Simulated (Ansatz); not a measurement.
A set of related cells and their density of states at the Fermi level.

Cell A: Al (fcc, Fm-3m), 1 atom in the cell, k-point mesh 26×26×26 on the run's own vectors.
```cif
data_Al
_chemical_formula_sum 'Al1'
_space_group_name_H-M_alt 'P 1'
_space_group_IT_number 1
_cell_length_a 2.85784
_cell_length_b 2.85784
_cell_length_c 2.85784
_cell_angle_alpha 60.000
_cell_angle_beta 60.000
_cell_angle_gamma 60.000
loop_
_space_group_symop_operation_xyz
  'x, y, z'
loop_
_atom_site_label
_atom_site_type_symbol
_atom_site_fract_x
_atom_site_fract_y
_atom_site_fract_z
_atom_site_occupancy
Al1 Al 0.00000 0.00000 0.00000 1
```

Cell B: Cu (fcc, Fm-3m), 1 atom in the cell; spin state with PBE: run without spin, k-point mesh 28×28×28 on the run's own vectors.
```cif
data_Cu
_chemical_formula_sum 'Cu1'
_space_group_name_H-M_alt 'P 1'
_space_group_IT_number 1
_cell_length_a 2.56665
_cell_length_b 2.56665
_cell_length_c 2.56665
_cell_angle_alpha 60.000
_cell_angle_beta 60.000
_cell_angle_gamma 60.000
loop_
_space_group_symop_operation_xyz
  'x, y, z'
loop_
_atom_site_label
_atom_site_type_symbol
_atom_site_fract_x
_atom_site_fract_y
_atom_site_fract_z
_atom_site_occupancy
Cu1 Cu 0.00000 0.00000 0.00000 1
```

Cell C: Rh (fcc, Fm-3m), 1 atom in the cell; spin state with PBE: run without spin, k-point mesh 26×26×26 on the run's own vectors.
```xyz
1
Lattice="0.0000 1.9160 1.9160 1.9160 0.0000 1.9160 1.9160 1.9160 0.0000" Properties=species:S:1:pos:R:3 pbc="T T T"
Rh     0.0000     0.0000     0.0000
```

Cell D: Mo (bcc, Im-3m), 1 atom in the cell; spin state with PBE: run without spin, k-point mesh 26×26×26 on the run's own vectors.
```yaml
crystal:
  lattice:
    - [-1.58059, 1.58059, 1.58059]
    - [1.58059, -1.58059, 1.58059]
    - [1.58059, 1.58059, -1.58059]
  atoms:
    - { symbol: Mo, position: [0.00000, 0.00000, 0.00000] }
```

Plane-wave PAW calculations with Ansatz (a program for electronic structure), its default PAW set, cutoff 420 eV, 500 eV for r2SCAN. The structures are at rest with PBE; other levels are single points on them. Neutral cells; Fermi-Dirac smearing of at most 0.10 eV in the solids, energies taken to zero width. The lattices are those relaxed with PBE, so at other levels the solids can be strained, which adds to the spread. Spin-orbit coupling is left out. A dispersion term ran beside these levels; it doesn't touch the electrons. Both spins, broadened by a Gaussian of 0.2 eV on the run's mesh.

What does PBE give for the density of states at the Fermi level of each cell (states/eV per atom)?


```tsv
cell	PBE
A	0.38
B	0.30
C	1.4
D	0.64
```

With PBE the value is lowest for B and highest for C.

How do the other levels compare?


```json
[
 {"cell": "A", "r2SCAN": "0.35"},
 {"cell": "B", "r2SCAN": "0.28"},
 {"cell": "C", "r2SCAN": "1.3"},
 {"cell": "D", "r2SCAN": "0.57"}
]
```

With r2SCAN the value is lowest for B and highest for C.
